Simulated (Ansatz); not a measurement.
The starting structures come from a database of crystals and need not be the phases stable at ambient conditions.

 Where the default PAW files enter, the runs use the earlier of Ansatz's two default sets.

# Evanescent states of Na₂MoO₄ (Fd-3m, spinel, not sure to be the ambient phase, 14 atoms a cell, 13.2 Å³ an atom) along the normal of (001)

All values below come from r2SCAN (plane waves, PAW; Ansatz, a program for electronic structure).

The gap is the functional's own. No spin-orbit coupling. Mid-gap values are interpolated on the energy grid.

Energies count from the valence-band top; κ is the least over a 6×6 mesh across the current.

```csv
E (eV),κ (1/Å),where
0.12,0.204,Γ
0.34,0.313,Γ
0.57,0.380,Γ
0.81,0.427,Γ
1.03,0.461,Γ
1.26,0.487,Γ
1.50,0.507,Γ
1.73,0.521,Γ
1.96,0.531,Γ
2.19,0.537,Γ
2.42,0.540,Γ
2.65,0.540,Γ
2.88,0.537,Γ
3.10,0.532,Γ
3.33,0.524,Γ
3.56,0.514,Γ
3.79,0.501,Γ
4.03,0.485,Γ
4.25,0.466,Γ
4.49,0.444,Γ
4.71,0.341,Γ
```

Task: How thick must the barrier be to attenuate the transmission by 10^4 when the electrodes' Fermi level lies at 3.33 eV, and what attenuation does that film give at 1.73 eV?

Result: d = 4 ln 10 / (2 × 0.524) = 8.8 Å. At 1.73 eV it gives 4 × 0.521/0.524 = 4.0 decades.
